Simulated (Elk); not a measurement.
# Worked example: self-consistent single point of Pb (Fm-3m, 1 atom in the cell) in Elk

Level of theory: PBE, all-electron FP-LAPW, Elk's shipped species files, default APW+lo basis in Elk 10.2.4.

The input file:

```
tasks
  0

xctype
  20

swidth
  0.00367493

maxscl
  100

scale
  1.889726125

avec
    0.0000000000    2.4675750000    2.4675750000
    2.4675750000    0.0000000000    2.4675750000
    2.4675750000    2.4675750000    0.0000000000

sppath
  'species/'

atoms
  1
  'Pb.in'
  1
  0.0000000000  0.0000000000  0.0000000000    0.0 0.0 0.0

ngridk
  8 8 8
```

Log, with long lists cut:

```
│ Elk code version 10.2.4 │

All units are atomic (Hartree, Bohr, etc.)

│ Ground-state run starting from atomic densities │

Lattice vectors :
   0.000000000       4.663040943       4.663040943
   4.663040943       0.000000000       4.663040943
   4.663040943       4.663040943       0.000000000

Unit cell volume      :    202.7858660
Brillouin zone volume :    1.223212536

Muffin-tin inner radius fraction :   0.1000000000E-01

Nuclei treated as point charges

Species :    1 (Pb)
 parameters loaded from : Pb.in
 name : lead
 nuclear charge    :   -82.00000000
 electronic charge :    82.00000000
 atomic mass :    377702.4940
 muffin-tin radius :    2.800000000
 number of radial points in muffin-tin :    697
 atomic positions (lattice), magnetic fields (Cartesian) :
   1 :   0.00000000  0.00000000  0.00000000    0.00000000  0.00000000  0.00000000

Total number of atoms per unit cell :    1

Spin treatment :
 spin-unpolarised

Number of Bravais lattice symmetries :   48
Number of crystal symmetries         :   48
Crystal has inversion symmetry
Real symmetric eigensolver will be used

k-point grid :      8     8     8
k-point offset :    0.000000000       0.000000000       0.000000000
k-point set is reduced with full crystal symmetry group
Total number of k-points :       29

Muffin-tin radius times maximum |G+k| :    7.000000000
 using average radius
Maximum |G+k| for APW functions       :    2.500000000
Maximum (1/2)|G+k|²                   :    3.125000000
Maximum |G| for potential and density :    12.00000000
 potential will be trimmed for |G| > 2 gkmax
Constant for pseudocharge density :    8
Radial integration step length :    4

G-vector grid sizes :     27    27    27
Number of G-vectors :     5961

Maximum angular momentum used for
 APW functions                      :    8
 outer part of muffin-tin           :    6
 inner part of muffin-tin           :    1

Total nuclear charge    :   -82.00000000
Total core charge       :    68.00000000
Total valence charge    :    14.00000000
Total excess charge     :    0.000000000
Total electronic charge :    82.00000000

Effective Wigner radius, rₛ :   0.8389029856

Number of empty states         :    4
Total number of valence states :   11
Total number of core states    :   68

Total number of local-orbitals :   15

Exchange-correlation functional :     20     0     0
 Perdew-Burke-Ernzerhof, Phys. Rev. Lett. 77, 3865 (1996)
 gradient requirement :    1
 generalised gradient approximation (GGA)

Smearing type :    3
 Fermi-Dirac
Smearing width :   0.3674930000E-02
Effective electronic temperature (K) :    1160.451112

Mixing type :    3
 Broyden mixing, J. Phys. A: Math. Gen. 17, L317 (1984)

Kohn-Sham potential initialised from atomic data

│ Self-consistent loop started │
│ Loop number : 1 │
 total energy                :     -20934.8334976
│ Loop number : 2 │
 total energy                :     -20934.8327806
RMS change in Kohn-Sham potential (target) :   0.1849058875     (  0.1000000000E-05)
Absolute change in total energy (target)   :   0.7169807905E-03 (  0.1000000000E-03)
│ Loop number : 3 │
 total energy                :     -20934.2098843
RMS change in Kohn-Sham potential (target) :   0.1640684547     (  0.1000000000E-05)
Absolute change in total energy (target)   :   0.6230755200     (  0.1000000000E-03)
│ Loop number : 4 │
 total energy                :     -20931.4070819
RMS change in Kohn-Sham potential (target) :   0.7922316285E-01 (  0.1000000000E-05)
Absolute change in total energy (target)   :    2.958571316     (  0.1000000000E-03)
│ Loop number : 5 │
 total energy                :     -20929.6194146
RMS change in Kohn-Sham potential (target) :   0.2494499926E-01 (  0.1000000000E-05)
Absolute change in total energy (target)   :    2.527310152     (  0.1000000000E-03)
│ Loop number : 6 │
 total energy                :     -20928.9953407
RMS change in Kohn-Sham potential (target) :   0.5748128371E-02 (  0.1000000000E-05)
Absolute change in total energy (target)   :    1.255901425     (  0.1000000000E-03)
│ Loop number : 7 │
 total energy                :     -20928.8088406
RMS change in Kohn-Sham potential (target) :   0.2209522710E-03 (  0.1000000000E-05)
Absolute change in total energy (target)   :   0.5004754528     (  0.1000000000E-03)
│ Loop number : 8 │
 total energy                :     -20928.8025491
RMS change in Kohn-Sham potential (target) :   0.8398953212E-04 (  0.1000000000E-05)
Absolute change in total energy (target)   :   0.1314103472     (  0.1000000000E-03)
│ Loop number : 9 │
 total energy                :     -20928.7986189
RMS change in Kohn-Sham potential (target) :   0.3135047777E-04 (  0.1000000000E-05)
Absolute change in total energy (target)   :   0.3678285015E-01 (  0.1000000000E-03)
│ Loop number : 10 │
 total energy                :     -20928.7953009
RMS change in Kohn-Sham potential (target) :   0.7122305571E-05 (  0.1000000000E-05)
Absolute change in total energy (target)   :   0.1251366933E-01 (  0.1000000000E-03)
│ Loop number : 11 │
 total energy                :     -20928.7942850
RMS change in Kohn-Sham potential (target) :   0.1071646436E-05 (  0.1000000000E-05)
Absolute change in total energy (target)   :   0.4144357074E-02 (  0.1000000000E-03)
│ Loop number : 12 │
 total energy                :     -20928.7942641
RMS change in Kohn-Sham potential (target) :   0.6781176274E-06 (  0.1000000000E-05)
Absolute change in total energy (target)   :   0.1056941805E-02 (  0.1000000000E-03)
│ Loop number : 13 │
 total energy                :     -20928.7942476
RMS change in Kohn-Sham potential (target) :   0.1200702419E-06 (  0.1000000000E-05)
Absolute change in total energy (target)   :   0.2807956625E-03 (  0.1000000000E-03)
│ Loop number : 14 │
 total energy                :     -20928.7942454
RMS change in Kohn-Sham potential (target) :   0.3000096900E-07 (  0.1000000000E-05)
Absolute change in total energy (target)   :   0.7233064389E-04 (  0.1000000000E-03)
Convergence targets achieved

│ Loop number : 15 │

Energies :
 Fermi                       :     0.229764092635
 sum of eigenvalues          :     -12944.8719729
 electron kinetic            :      24369.4493143
 core electron kinetic       :      24240.2694578
 Coulomb                     :     -44907.7698849
 Coulomb potential           :     -36803.3931056
 nuclear-nuclear             :     -1355.83965154
 electron-nuclear            :     -50300.4673611
 Hartree                     :      6748.53712774
 Madelung                    :     -26506.0733321
 xc potential                :     -510.928181622
 exchange                    :     -385.452691909
 correlation                 :     -5.02044805003
 electron entropic           :    -0.537806820029E-03
 total energy                :     -20928.7942483

Density of states at Fermi energy :    11.77952550
 (states/Hartree/unit cell)

Estimated indirect band gap :   0.9321922778E-02
 from k-point     14 to k-point     16
Estimated direct band gap   :   0.5601852887E-01
 at k-point     17

Charges :
 core                        :    68.00000000
 valence                     :    14.00000000
 interstitial                :    1.674157960
 muffin-tins (core leakage)
  species :    1 (Pb)
   atom    1                 :    80.32584204     (  0.1194378462E-02)
 total in muffin-tins        :    80.32584204
 total calculated charge     :    81.99894836
 total charge                :    82.00000000
 error                       :   0.1051636282E-02

│ Self-consistent loop stopped │
```

The run converged in 15 iterations. The count includes the last loop, which Elk runs after its targets are met.

The starting cell has typed, rounded lattice constants, without a prior relaxation at this level. Its lattice was rescaled by up to half a per cent. Spin-orbit coupling is off. Values depend on the basis (sphere radii, cutoffs, local orbitals), which need not be converged. The log's line on a gap gives a spacing of levels on this mesh, which the program prints for metals too.
